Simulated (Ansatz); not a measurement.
# BaTiO3: stress against strain

BaTiO3 (cubic perovskite, Pm-3m, 12.182 Å³/atom at rest) under an equal strain ε in the (111) plane with the normal axis free, as in a coherent film. LDA in Ansatz, a plane-wave DFT program (PAW, default set), 420 eV, 8×8×8 Γ-centred mesh, Fermi-Dirac smearing 0.05 eV; ions are relaxed within the symmetry of each cell. Stress is positive for a compressed cell.

Here s stands for strain and y for stress xx.

| strain (%) | stress xx (GPa) |
|---|---|
| -2.50 | ? |
| -1.00 | 4.32 |
| -0.50 | 2.12 |
| 0.00 | -0.01 |
| 0.50 | -2.06 |
| 1.00 | -4.03 |

Q: Fit y against s with a straight line, and predict the withheld value at s = -2.50.

A: Means: s 0, y 0.068. About the means, the sum of products is -10.440 and the sum of squares of s is 2.5000; the slope is their ratio. Least squares gives y = 0.068 - 4.1760·s. Residuals (row less fit): 0.076, -0.036, -0.078, -0.040, 0.078; standard error 0.083 (degrees of freedom: 3). The slope gives the biaxial elastic modulus of this plane = 418 ± 5 GPa. At the withheld row, y = 0.068 - 4.1760 × (-2.5) = 10.508 GPa. The calculation gives 11.40 GPa, 0.892 GPa above the prediction (5.8 % of the range of y in the table). The row lies outside the fitted rows, so this is an extrapolation. From the scatter of the fitted rows alone, a prediction at this place has a standard error of 0.160 GPa, so the miss is 5.6 times that.

One order more, fitted to all 11 runs of the series, follows each within 0.01, so the miss is the next term of a smooth law. The primitive cell can neither tilt nor turn polar against its symmetry, as such crystals can under strain. BaTiO3 is here the ideal cubic form; the compound distorts at low or room temperature. Rows are the converged runs of the series near zero and its far end; series whose fitted rows scatter by over a few per cent of the range, as at a crossing or softening among them, aren't shown in this form. Most that stay on the fit to the last digits aren't either.
